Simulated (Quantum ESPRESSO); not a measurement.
## A short convergence ladder for MoPt₂ (Imm2, 3 atoms in the cell)

```yaml
crystal:
  lattice:
    - [-1.38564, 1.99198, 4.17727]
    - [1.38564, -1.99198, 4.17727]
    - [1.38564, 1.99198, -4.17727]
  atoms:
    - { symbol: Mo, position: [0.00598, 0.00598, 0.00000] }
    - { symbol: Pt, position: [0.66334, 0.66334, 0.00000] }
    - { symbol: Pt, position: [0.33666, 0.33666, 0.00000] }
```

Base method: PBEsol, GBRV 1.5 ultrasoft (PBESOL) pseudopotentials (plane waves; Quantum ESPRESSO).

Base settings: ecutwfc = 40 Ry; ecutrho = 320 Ry; occupations = smearing; smearing = gauss; degauss = 0.0073499 Ry; potentials = {Mo: mo_pbesol_v1.uspp.F.UPF, Pt: pt_pbesol_v1.4.uspp.F.UPF}; K_POINTS = automatic 7 7 7 0 0 0; conv_thr = 1e-11 Ry.

The count of work is k-points × plane waves × bands × iterations; it is no time. Core times come from one kind of shared machine, to one figure; runs under 30 s give none.

**The k-point mesh**

The second cell is the first with its lattice scaled by 0.98.

Only quantities that move along the ladder and can be compared are tabulated.

```tsv
K_POINTS	free energy less the last step's (meV/atom)	energy of the compressed cell less the first (meV/atom)	pressure (GPa)	largest difference of a force vector from the last step's (eV/Å)	count of work / last	core time / last (rough)
automatic 2 2 2 0 0 0	551.92	27.51	-5.00	0.674	0.078	–
automatic 4 4 4 0 0 0	16.55	-5.65	-10.33	0.050	0.30	0.5
automatic 6 6 6 0 0 0	-34.02	-9.72	-10.99	0.025	0.67	0.6
automatic 7 7 7 0 0 0	0.00	-4.94	-10.20	0.000	1.0	1
```

Coarsest K_POINTS that holds the free energy within 5 meV/atom: not settled: the last two steps still differ by 34 meV/atom, over half the tolerance, so the ladder does not show it.

Coarsest K_POINTS that holds the pressure within 1 GPa: not settled: the last two steps still differ by 0.79 GPa, over half the tolerance, so the ladder does not show it.

Coarsest K_POINTS that holds the forces within 0.02 eV/Å: not settled: the last two steps still differ by 0.025 eV/Å, over half the tolerance, so the ladder does not show it.

On the base run: the starting cell comes from a database of computed structures (which also holds hypothetical and non-ambient phases and stackings), without a prior relaxation at this level. Its lattice was rescaled by up to half a per cent. One atom was moved a little off its site on purpose. Spin polarisation is off. In the base run, with a pressure of about -10 GPa the cell is away from its equilibrium volume at this level.
